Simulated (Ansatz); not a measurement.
A self-consistent single point of LuBRh₃ (P4mm, 5 atoms in the cell) with Ansatz (a quantum-chemistry and plane-wave program).

Method of the run: PBEsol, default PAW files made with PBE (plane waves; Ansatz).

```yaml
crystal:
  lattice:
    - [4.15822, 0.00000, 0.00000]
    - [0.00000, 4.15822, 0.00000]
    - [0.00000, 0.00000, 4.15822]
  atoms:
    - { symbol: Lu, position: [0.00000, 0.00000, 0.01202] }
    - { symbol: B, position: [0.50000, 0.50000, 0.50000] }
    - { symbol: Rh, position: [0.00000, 0.50000, 0.50000] }
    - { symbol: Rh, position: [0.50000, 0.00000, 0.50000] }
    - { symbol: Rh, position: [0.50000, 0.50000, 0.00000] }
```

Reference input (self-consistent single point, DFT, PBEsol, plane waves, default PAW files made with PBE): basis.ecutwfc = 420 eV; kpoints.mp_grid.grid = 8 8 8; hamiltonian.xc = pbesol; hamiltonian.pseudopotentials = {kind: paw} (the program's default PAW files); scf.occupations.method = gaussian; scf.occupations.width = 0.1 eV. This run's input differs from it in these lines:

Ansatz 0.2 input:
```diff
@@ -16,3 +16,3 @@
   mp_grid:
-    grid: [8, 8, 8]
+    grid: [7, 7, 7]
 hamiltonian:
@@ -24,3 +24,3 @@
     method: gaussian
-    width: 0.1
+    width: 0.05
 output:
```

Output (repeated stretches shortened):

```
SCF iter   1: F=—  HF=-33784.336151 eV  |F-HF|=—  |Δ(HF+E_count)|=         —  Δρ=7.70e-3  dr2=4.97e-2  ethr=1.77e-3  ⟨swp⟩=6.3  Hψ=8340  notcnv=0
all-band conjugate gradients solve this SCF's bands
preconditioner: auto → Kerker (q_TF=auto, 2.771 Å⁻¹)
SCF iter   2: F=—  HF=-33784.325604 eV  |F-HF|=—  |Δ(HF+E_count)|=   1.05e-2  Δρ=3.64e-3  dr2=1.35e-2  ethr=6.29e-5  ⟨swp⟩=2.8  Hψ=4115  notcnv=0  defer=43
   [... lines left out ...]
SCF iter   5: F=—  HF=-33784.323061 eV  |F-HF|=—  |Δ(HF+E_count)|=   1.99e-4  Δρ=3.29e-4  dr2=1.89e-4  ethr=9.02e-7  ⟨swp⟩=2.6  Hψ=3798  notcnv=0  defer=68
SCF iter   6: F=—  HF=-33784.323029 eV  |F-HF|=—  |Δ(HF+E_count)|=   3.19e-5  Δρ=9.71e-5  dr2=1.53e-5  ethr=2.39e-7  ⟨swp⟩=1.9  Hψ=2784  notcnv=0  defer=78
SCF iter   7: F=—  HF=-33784.323061 eV  |F-HF|=—  |Δ(HF+E_count)|=   3.14e-5  Δρ=3.87e-5  dr2=1.00e-6  ethr=1.94e-8  ⟨swp⟩=2.6  Hψ=3534  notcnv=0  defer=78
SCF iter   8: F=-33784.323061 eV  HF=-33784.323061 eV  |F-HF|=1.79e-8  |Δ(HF+E_count)|=   2.39e-7  Δρ=5.15e-6  dr2=1.99e-8  ethr=1.27e-10  ⟨swp⟩=11.8  Hψ=13908  notcnv=0
SCF 1 converged in 8 iterations: F = -33784.323061 eV  dr2 = 1.99e-8
Free energy (F): -33784.323061 eV
Internal energy: -33784.316253 eV  (E = F + TS)
E sigma→0 (E₀):  -33784.319657 eV
Entropy (-TS):   -0.006807 eV (-1.361 meV/atom)
Fermi energy:    18.785132 eV
--- Forces (eV/Å), atoms counted from 1 ---
  atom   1  Lu    -0.00000000     0.00000000    -0.32653298
  atom   2  B      0.00000000     0.00000000     0.01176183
  atom   3  Rh     0.00000000     0.00000000     0.14282351
  atom   4  Rh     0.00000000     0.00000000     0.14282351
  atom   5  Rh     0.00000000     0.00000000     0.02912579
--- Stress (GPa, compression-positive) ---
       -5.267785       0.000000       0.000000
        0.000000      -5.267785       0.000000
        0.000000       0.000000      -5.268347
  P = ⅓ Tr σ = -5.2680 GPa (-52.680 kbar)
  The stress holds the Pulay correction. Without it, at fixed plane waves, as pw.x and ABINIT print it: P = -5.3911 GPa
```

The run converged in 8 iterations. Against the reference run the free energy goes up by 3.5 meV/atom, the pressure hardly changes (-5.26 to -5.27 GPa) and the largest force moves little (0.323 to 0.327 eV/Å).

The starting cell comes from a database of computed structures (which also holds hypothetical and non-ambient phases and stackings), without a prior relaxation at this level. Its lattice was rescaled by up to half a per cent. One atom was moved a little off its site on purpose. Spin polarisation is off. With a pressure of about -5 GPa the cell is away from its equilibrium volume at this level. Ansatz's pressure includes its estimate of the finite-basis (Pulay) stress.
